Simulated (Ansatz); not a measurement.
The cell is made up: elements placed on another compound's structure type, so the phase may be hypothetical.

Tunnelling through a barrier is set by its complex band structure: the current falls as exp(−2κd) with the smallest κ.

Given:

```
CELL_PARAMETERS angstrom
      4.67865     0.00000     0.00000
      0.00000     4.94866     0.00000
      0.00000     0.00000    11.81903
ATOMIC_POSITIONS crystal
  Hf 0.50000 0.75000 0.33175
  Hf 0.50000 0.25000 0.66825
  Hf 0.00000 0.25000 0.16825
  Hf 0.00000 0.75000 0.83175
  Ti 0.50000 0.75000 0.07131
  Ti 0.50000 0.25000 0.92869
  Ti 0.00000 0.25000 0.42869
  Ti 0.00000 0.75000 0.57131
  O  0.26775 0.42679 0.05322
  O  0.73225 0.57321 0.94678
  O  0.23225 0.92679 0.44678
  O  0.76775 0.07321 0.55322
  O  0.76775 0.57321 0.44678
  O  0.23225 0.42679 0.55322
  O  0.73225 0.07321 0.05322
  O  0.26775 0.92679 0.94678
  O  0.22187 0.91561 0.68793
  O  0.77813 0.08439 0.31207
  O  0.27813 0.41561 0.81207
  O  0.72187 0.58439 0.18793
  O  0.72187 0.08439 0.81207
  O  0.27813 0.91561 0.18793
  O  0.77813 0.58439 0.68793
  O  0.22187 0.41561 0.31207
```

Space group of this cell: Pbcn. The cell was relaxed by PBE-D3(BJ); by r2SCAN its mean pressure is -1.8 GPa.

Transport runs along the normal of the first two printed cell vectors.

No gap correction and no spin-orbit coupling; mid-gap values are interpolated between computed energies.

Q: Give the band gap and the smallest decay constant κ at mid-gap that r2SCAN (Ansatz, a program for electronic structure) yields.

A: Gap 3.50 eV on a 6×6×4 mesh; κ = 0.356 1/Å, at the zone centre.
